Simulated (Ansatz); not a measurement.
**Pressure series in hypothetical zinc blende YSb**

The reference is YSb in the zinc blende structure (space group F-43m, No. 216; a = 6.9513 Å; a hypothetical phase, not in the database extracts checked).

Cell and atoms are relaxed at each pressure.

Levels (all Ansatz, a first-principles code, PAW): PBE (420 eV, no spin-orbit coupling); r2SCAN (500 eV, scalar-relativistic without spin-orbit coupling).

The base cell above is that of PBE; each level relaxes its own structures.

| case | shift of the gap caused by the change, PBE | shift of the gap caused by the change, r2SCAN |
|---|---|---|
| pressure −2 GPa | +0.05 eV | … |
| pressure −1 GPa | +0.03 eV | +0.02 eV |
| pressure 0.9 GPa | -0.02 eV | … |
| pressure 2.1 GPa | -0.05 eV | -0.05 eV |
| pressure 4.5 GPa | -0.12 eV | -0.11 eV |
| pressure 9 GPa | -0.23 eV | … |
| pressure 15 GPa | -0.37 eV | -0.35 eV |
| pressure 22.5 GPa | -0.54 eV | … |
| pressure 30 GPa | -0.71 eV | -0.67 eV |

Question: Some entries are withheld; estimate them.

Answer: 
- pressure −2 GPa, shift of the gap caused by the change, r2SCAN: +0.05 eV
- pressure 0.9 GPa, shift of the gap caused by the change, r2SCAN: -0.02 eV
- pressure 9 GPa, shift of the gap caused by the change, r2SCAN: -0.21 eV
- pressure 22.5 GPa, shift of the gap caused by the change, r2SCAN: -0.51 eV

The two levels differ by at most about 0.04 eV. They put the cases in the same order.

With Sb present, leaving out spin-orbit coupling can change the band edges. Load acts through the strain it causes; cell and atoms are relaxed under it. Stability against distortions was not tested. No other phases were tried under pressure.
